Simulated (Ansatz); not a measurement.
The reference is Al2O3 in the corundum structure (space group R-3c, No. 167).

```yaml
crystal:
  lattice:
    - [2.36460, 1.36520, 4.29721]
    - [-2.36460, 1.36520, 4.29721]
    - [0.00000, -2.73040, 4.29721]
  atoms:
    - { symbol: Al, position: [0.64798, 0.64798, 0.64798] }
    - { symbol: Al, position: [0.14798, 0.14798, 0.14798] }
    - { symbol: Al, position: [0.35202, 0.35202, 0.35202] }
    - { symbol: Al, position: [0.85202, 0.85202, 0.85202] }
    - { symbol: O, position: [0.75000, 0.44414, 0.05586] }
    - { symbol: O, position: [0.05586, 0.75000, 0.44414] }
    - { symbol: O, position: [0.25000, 0.55586, 0.94414] }
    - { symbol: O, position: [0.55586, 0.94414, 0.25000] }
    - { symbol: O, position: [0.94414, 0.25000, 0.55586] }
    - { symbol: O, position: [0.44414, 0.05586, 0.75000] }
```

Cartesian axes are those of the cell as printed.

Calculations: DFT with LDA, PAW potentials and a 420 eV plane-wave cutoff in Ansatz (an electronic-structure program), no SOC.

Strains are applied to the cell and any free atomic positions relax; under biaxial strain the out-of-plane vector relaxes too.

One change was made to it. Results:

| quantity | base | after |
|---|---|---|
| valence-band top at Γ (three highest levels, from the VBM) | 0.00, -0.04, -0.04 eV | 0.00, -0.32, -0.32 eV |
| band gap | 6.43 eV | 5.72 eV |

### Question
Which change produced these results?
(A) biaxial strain +0.75 %, plane normal [001], relaxed out of plane
(B) biaxial strain +1.50 %, plane normal [001], relaxed out of plane
(C) biaxial strain +2.25 %, plane normal [001], relaxed out of plane

### Answer
C, biaxial strain +2.25 %, plane normal [001], relaxed out of plane. For comparison, the band gap in the other runs: biaxial strain +1.50 %, plane normal [001], relaxed out of plane gives 5.96 eV; biaxial strain +0.75 %, plane normal [001], relaxed out of plane gives 6.19 eV.

Gaps are read on the SCF mesh and a high-symmetry path. Stability against distortions was not tested.
